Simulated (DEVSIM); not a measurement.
Device: Schottky contact on p-type Si, at 300 K.

```csv
layer (left to right),material,thickness (μm),Na (cm⁻³),τn (s),τp (s)
1,Si,10.0,1.7e15,4.7e-6,4.7e-6
2,Si,2.60,2e18,4.7e-6,4.7e-6
```

Left contact: Schottky, work function 4.654 eV, emission velocity 5.7e6 cm/s. Right contact: ohmic. Voltage is applied to the left contact. Recombination: SRH at mid-gap, Auger. Gap narrowing is on: ΔEg = 6.92 meV × (l + √(l² + 0.5)), l = ln(N/1.3e17 cm⁻³), shared equally by both band edges. Mobility is constant in doping.

This is a model device: material constants are rounded textbook-type values typed into the input, and sizes, dopings and lifetimes were drawn at random. Values at 300 K.

```tsv
parameter	Si
gap (eV)	1.124
affinity (eV)	4.05
permittivity	11.7
Nc (cm⁻³)	2.86e19
Nv (cm⁻³)	3.1e19
μn (cm²/Vs)	1417
μp (cm²/Vs)	470
Cn (cm⁶/s)	2.8e-31
Cp (cm⁶/s)	9.9e-32
```

DEVSIM, 1D drift-diffusion, Boltzmann statistics, complete ionisation; no tunnelling, impact ionisation, image-force lowering or self-heating. Metal contacts follow the ideal Schottky-Mott rule: no Fermi-level pinning, no interface dipoles.

### Question
Give the dark forward current.

### Answer

(V (V), J (A/cm²)): (-0.05, -0.13); (-0.10, -0.76); (-0.20, -6.2); (-0.25, -11); (-0.35, -21); (-0.40, -27); (-0.50, -38); (-0.55, -44); (-0.65, -56); (-0.70, -63); (-0.75, -69); (-0.85, -81); (-0.90, -87); (-1.00, -100); (-1.05, -110); (-1.15, -120); (-1.20, -130); (-1.30, -140); (-1.35, -140); (-1.40, -150); (-1.50, -160); (-1.55, -170); (-1.65, -180); (-1.70, -190); (-1.80, -200); (-1.85, -210); (-1.95, -220); (-2.00, -230)
